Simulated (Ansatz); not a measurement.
# Defect calculation: F interstitial in bcc Ta

All values below come from PBE, PAW (plane waves to 420 eV; Ansatz, a program for electronic structure). Set-up: 54-site cell; 4×4×4 shifted k-points; start: void with 4Ta nearest; no spin–orbit coupling; energies good to tenths of an eV; the relaxation kept the symmetry of the starting site; relaxed from one start, so a lower configuration may exist.

Neighbours after relaxation, in Å: of the F atom: Ta 2.12, Ta 2.12, Ta 2.12, Ta 2.12.

Formation energies E_f are those of the neutral cell. Chemical conditions: host crystal and elements as references (Δμ(F) = 0.00 eV; F taken from its element, since no compound that bounds it was computed at this level; only phases computed here count, gases as isolated molecules at 0 K). Reference phases: F: F2 molecule in a box.

The name describes the start; the neighbours show where the added atom ended.

```tsv
charge	moment (μB)	point group	largest move off a lattice site (Å)	E_f, host crystal and elements as references (eV)
0	not spin-polarised	D2d	0.26	-0.86
```

Point groups are those of the whole cell at tolerances of 0.03 and 0.1 Å ("near" where only the looser one holds); none is given for unsettled states.
